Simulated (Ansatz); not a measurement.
We consider GaN (model structure, started from the HgO type, P6₄22, No. 181, 6 atoms in the cell), described by LDA in Ansatz (plane waves, PAW).

The run printed, among other lines:

```
Relaxation: its limit of steps is 80 (relax.max_steps)
Crystal: 6 atoms, lattice volume = 59.290 Å³
Basis set: ecut = 520 eV, 1611 PW (Γ), exchange–correlation on 48×48×108 points (8 copies of the dense FFT grid, shifted against one another)
Bands: 33, of which v1, the nominal top of the filled ones, is band 27 counted from 1 (26 counted from 0)
Symmetry: 6 space group operations
Space group: P3121 (ITA 152), of the structure as read, at distance tolerance 3.9e-5 Å
k-points: 266 of 2592 (time reversal used)
Functional: x = slater, c = lda
SCF iter   1: F=—  HF=-12244.163939 eV  |F-HF|=—  |Δ(HF+E_count)|=         —  Δρ=1.55e-2  dr2=1.29e-1
SCF iter   2: F=—  HF=-12244.126550 eV  |F-HF|=—  |Δ(HF+E_count)|=   3.74e-2  Δρ=4.59e-3  dr2=7.73e-3
  ...
SCF 1 converged in 7 iterations: F = -12244.123736 eV  dr2 = 4.29e-9
Crystal: 6 atoms, lattice volume = 59.290 Å³
Initial density: handed on by an earlier stage of this run
SCF 2 converged in 3 iterations: F = -12244.123952 eV  dr2 = 2.72e-7
Crystal: 6 atoms, lattice volume = 59.290 Å³
SCF 3 converged in 3 iterations: F = -12244.123979 eV  dr2 = 1.94e-8
Crystal: 6 atoms, lattice volume = 59.290 Å³
SCF iter   5: F=—  HF=-12244.123979 eV  |F-HF|=—  |Δ(HF+E_count)|=  1.18e-10  Δρ=1.38e-7  dr2=1.13e-11
SCF iter   6: F=-12244.123979 eV  HF=-12244.123979 eV  |F-HF|=0.00e0  |Δ(HF+E_count)|=  3.64e-12  Δρ=1.86e-8  dr2=2.06e-13
SCF 4 converged in 6 iterations: F = -12244.123979 eV  dr2 = 2.06e-13
SCF converged after 6 iterations
Free energy (F): -12244.123979 eV
Internal energy: -12244.123979 eV  (E = F + TS)
E sigma→0 (E₀):  -12244.123979 eV
Fermi energy:    12.850306 eV
--- Stress (GPa, compression-positive) ---
        4.542058      -0.000000      -0.000000
       -0.000000       4.542058       0.000000
       -0.000000       0.000000       4.541973
  P = ⅓ Tr σ = 4.5420 GPa (45.420 kbar)
```

Problem. Write an input file that could have produced this run (the log leaves some choices open).

Solution. One answer among several that fit: 
Ansatz 0.2 input:
```yaml
crystal:
  lattice:
    - [3.0758618966, 0.0, 0.0]
    - [-1.5379309483, 2.663774541, 0.0]
    - [0.0, 0.0, 7.2363281992]
  atoms:
    - { symbol: Ga, position: [0.4999580967, 0.4999580967, 0.5] }
    - { symbol: Ga, position: [0.5000419033, 0.0, 0.8333333333] }
    - { symbol: Ga, position: [0.0, 0.5000419033, 0.1666666667] }
    - { symbol: N, position: [0.4999814039, 0.4999814039, 0.0] }
    - { symbol: N, position: [0.5000185961, 0.0, 0.3333333333] }
    - { symbol: N, position: [0.0, 0.5000185961, 0.6666666667] }
basis:
  ecutwfc: 520
  ecutrho_ratio: 4
  xc_grid: 2
kpoints:
  mp_grid: { grid: [18, 18, 8] }
hamiltonian:
  xc: lda
  dispersion: none
  pseudopotentials: { kind: paw }
scf:
  occupations: { method: fermi_dirac, width: 0.05 }
output:
  forces: true
  stress: true
  eigenvalues: true
relax:
  f_tol: 0.004
  escape_saddle: false
  max_steps: 80
  cell: { stress_tol: 0.02, fix: [volume] }
```

The cell is one volume of an energy–volume scan, off the minimum.

The PAW data were made under PBE.

Note: the relaxation could raise the start's symmetry but not lower it, so the cell can be a saddle point.

The result took around 3.0 core-minutes (rough).

A model structure was made by putting elements into a prototype or built by hand; it is no filed structure, need not be a known phase, and can be a saddle point held by its symmetry.

Ansatz is an electronic-structure program.
